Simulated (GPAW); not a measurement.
Troubleshooting GPAW: a failed run on MgTiF6 (R-3, 8 atoms in the cell). The aim is a self-consistent single point with DFT PBEsol, plane waves, GPAW PAW datasets PBEsol (made by gpaw-setup).

Cell that was meant: a = 5.3688 Å, b = 5.3688 Å, c = 5.3688 Å, α = 58.13°, β = 58.13°, γ = 58.13°.

Part of the input:

```python

calc = GPAW(mode={'name': 'pw', 'ecut': 900},
            xc='PBEsol',
            setups={'Ti': 'sv'},
            kpts=monkhorst_pack((3, 3, 3)) + [0.5 / 3, 0.5 / 3, 0.5 / 3],
            occupations={'name': 'fermi-dirac', 'width': 0.0},
            nbands=-8,
```

Output (repeated stretches shortened):

```
Input parameters:
  convergence: {bands: -6}
  kpts: [[-0.16666667 -0.16666667 -0.16666667],
         [-0.16666667 -0.16666667  0.16666667],
         [-0.16666667 -0.16666667  0.5       ],
         ...,
         [ 0.5         0.5        -0.16666667],
         [ 0.5         0.5         0.16666667],
         [ 0.5         0.5         0.5       ]]
  maxiter: 120
  mode: {ecut: 900,
         name: pw}
  nbands: -8
  occupations: {name: fermi-dirac,
                width: 0.0}
  setups: {Ti: sv}
  symmetry: {symmorphic: False,
             tolerance: 0.0005}
  xc: PBEsol

Traceback (most recent call last):
   [... frames left out ...]
FileNotFoundError: Could not find required PAW dataset file "Ti.sv.PBEsol".

You need to set the GPAW_SETUP_PATH environment variable to point to
the directories where PAW dataset and basis files are stored.  See
https://gpaw.readthedocs.io/install.html#install-paw-datasets
for details.
```

Question: From the messages shown, name the fault and mend the input.

Answer: The fault is a potential or basis that cannot be found. The input names a file or set that is not where the program looks, or that does not exist under that name. To fix it, correct the name or place the file. The program stopped before any SCF iteration.

An input that runs soundly differs in these lines (not the only fix; some lines may just follow from the change or write a value another way):
```diff
-            setups={'Ti': 'sv'},
```

With that input, the run converged in 18 iterations: free energy E − TS (from the program's reference atoms) -48.5939 eV; top of the valence band (on the code's own zero) -1.73 eV; gap on the k-point mesh 4.90 eV; largest force (vector length) 0.121 eV/Å (DFT PBEsol, plane waves, GPAW PAW datasets PBEsol (made by gpaw-setup)).

On the sound input: the starting cell comes from a database of computed structures (which also holds hypothetical and non-ambient phases and stackings), without a prior relaxation at this level.
